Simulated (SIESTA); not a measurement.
# Several settings converged on Ag3Au (I4mm, 4 atoms in the cell)

```
CELL_PARAMETERS angstrom
     -2.05332     2.05332     4.08531
      2.05332    -2.05332     4.08531
      2.05332     2.05332    -4.08531
ATOMIC_POSITIONS crystal
  Ag 0.75000 0.25000 0.50000
  Ag 0.25000 0.75000 0.50000
  Ag 0.50612 0.50612 0.00000
  Au 0.00000 0.00000 0.00000
```

Base method: GGA PBEsol, numerical atomic orbitals DZP, PseudoDojo PBEsol standard norm-conserving potentials (rewritten from UPF to PSML) in SIESTA.

Base settings: XC.functional = GGA; XC.authors = PBEsol; potentials = PseudoDojo PBEsol standard; PAO.BasisSize = DZP; PAO.EnergyShift = 0.005 Ry; MeshCutoff = 350 Ry; kgrid.MonkhorstPack = 5 5 5; OccupationFunction = MP; OccupationMPOrder = 0; ElectronicTemperature = 1160.45 K.

**The k-point mesh**

The second cell is the first with its lattice scaled by 0.98.

Only quantities that move along the ladder and can be compared are tabulated.

```tsv
kgrid.MonkhorstPack	free energy less the last step's (meV/atom)	energy of the compressed cell less the first (meV/atom)	pressure (GPa)	largest difference of a force vector from the last step's (eV/Å)
2 2 2	21.94	-5.15	-3.02	0.243
4 4 4	-21.87	-10.77	-5.61	0.015
5 5 5	5.09	-4.30	-4.60	0.018
7 7 7	-1.64	-9.69	-5.37	0.001
9 9 9	-2.36	-8.63	-5.26	0.003
11 11 11	-1.33	-7.92	-5.13	0.003
12 12 12	0.00	-8.21	-5.16	0.000
```

Coarsest kgrid.MonkhorstPack that holds the energy of the compressed cell less the first within 1 meV/atom of the last step, with all finer ones: 9 9 9; the step before is off by 1.5 meV/atom.

Coarsest kgrid.MonkhorstPack that holds the free energy within 2 meV/atom: not settled: the last two steps still differ by 1.3 meV/atom, over half the tolerance, so the ladder does not show it.

Coarsest kgrid.MonkhorstPack that holds the pressure within 1 GPa of the last step, with all finer ones: 4 4 4; the step before is off by 2.1 GPa.

**The k-point mesh at a smearing width of 0.05 eV**

In this ladder: ElectronicTemperature = 580.23 K.

The second cell is the first with its lattice scaled by 0.98.

Only quantities that move along the ladder and can be compared are tabulated.

| kgrid.MonkhorstPack | free energy less the last step's (meV/atom) | energy of the compressed cell less the first (meV/atom) | pressure (GPa) | largest difference of a force vector from the last step's (eV/Å) |
|---|---|---|---|---|
| 4 4 4 | -21.36 | -10.78 | -5.61 | 0.017 |
| 6 6 6 | -3.37 | -6.02 | -4.85 | 0.002 |
| 8 8 8 | -0.85 | -7.72 | -5.10 | 0.002 |
| 10 10 10 | 1.52 | -8.15 | -5.16 | 0.002 |
| 15 15 15 | 0.00 | -8.30 | -5.20 | 0.000 |

State of the pressure at the end of the ladder: still drifting one way, by 0.10 GPa over the last two steps, so the last step is no safe reference.

Coarsest kgrid.MonkhorstPack that holds the free energy within 5 meV/atom of the last step, with all finer ones: 6 6 6; the step before is off by 21 meV/atom.

Coarsest kgrid.MonkhorstPack that holds the forces within 0.005 eV/Å of the last step, with all finer ones: 6 6 6; the step before is off by 0.017 eV/Å.

**The SCF threshold**

In this ladder: SCF.DM.Tolerance = default; SCF.DM.Converge = false; SCF.H.Converge = false; SCF.FreeE.Converge = true.

The mesh stays at the base's, so the ladder's end is converged at best in this setting alone.

Only quantities that move along the ladder and can be compared are tabulated.

| SCF.FreeE.Tolerance | free energy less the last step's (meV/atom) |
|---|---|
| 1.0E-01 eV | 1.43 |
| 1.0E-03 eV | 0.02 |
| 1.0E-05 eV | 0.00 |
| 1.0E-07 eV | 0.00 |

Coarsest SCF.FreeE.Tolerance that holds the free energy within 1 meV/atom of the last step, with all finer ones: 1.0E-03 eV; the step before is off by 1.4 meV/atom.

On the base run: the starting cell comes from a database of computed structures (which also holds hypothetical and non-ambient phases and stackings), without a prior relaxation at this level. Its lattice was rescaled by up to half a per cent. One atom was moved a little off its site on purpose. Values carry the incompleteness of an atom-centred basis. In the base run, with a pressure of about -5 GPa the cell is away from its equilibrium volume at this level.

Left out of this page: 1 run of the series failed or unconverged.
